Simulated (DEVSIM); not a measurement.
System: In0.49Ga0.51P/GaAs n-p heterojunction, at 400 K.

Layer 1 from the left is In0.49Ga0.51P, thickness (μm) 0.780, Nd (cm⁻³) 1.4e16, τn (s) 4.7e-10, τp (s) 4.7e-10. Layer 2 from the left is GaAs, thickness (μm) 0.170, Na (cm⁻³) 2e17, τn (s) 4.7e-10, τp (s) 4.7e-10.

Left contact: ohmic. Right contact: ohmic. Voltage is applied to the left contact. Recombination: SRH at mid-gap, Auger. Mobility is μmin + (μ − μmin)/(1 + (N/Nref)^α).

The device is made up for the run: typed textbook-type constants, with dimensions and the other settings drawn at random. Values at 300 K; Nc and Nv go as T^1.5, mobilities as T to minus their exponent, the gap by Varshni's rule with the affinity fixed.

In0.49Ga0.51P: gap (eV) 1.89, affinity (eV) 4, permittivity 11.8, Nc (cm⁻³) 9e17, Nv (cm⁻³) 1.3e19, μn (cm²/Vs) 1500, μp (cm²/Vs) 80, μn,min 400, μp,min 15, Nref,n 2e16, Nref,p 1.5e17, αn 0.7, αp 0.8, T exponent of μn 1.66, T exponent of μp 2, Cn (cm⁶/s) 3e-30, Cp (cm⁶/s) 3e-30, Varshni α (eV/K) 0.0005, Varshni β (K) 250. GaAs: gap (eV) 1.424, affinity (eV) 4.07, permittivity 12.9, Nc (cm⁻³) 4.7e17, Nv (cm⁻³) 9e18, μn (cm²/Vs) 8500, μp (cm²/Vs) 400, μn,min 500, μp,min 20, Nref,n 6e16, Nref,p 1.5e17, αn 0.39, αp 0.38, T exponent of μn 2.1, T exponent of μp 2.2, Cn (cm⁶/s) 1e-30, Cp (cm⁶/s) 1e-30, Varshni α (eV/K) 0.000541, Varshni β (K) 204.

Model (solved in DEVSIM): 1D drift-diffusion, Boltzmann statistics, complete ionisation; no tunnelling, impact ionisation, image-force lowering or self-heating. Band offsets follow the typed affinities; no thermionic-emission limit at abrupt steps, no polarisation charge.

Problem. What does the simulation give for the potential step across the device at zero bias, the largest field in the device at zero bias, the dark forward voltage at 100 A/cm²?

Solution. potential step across the device at zero bias 1.143 V; largest field in the device at zero bias 66000 V/cm; dark forward voltage at 100 A/cm² 0.958 V.
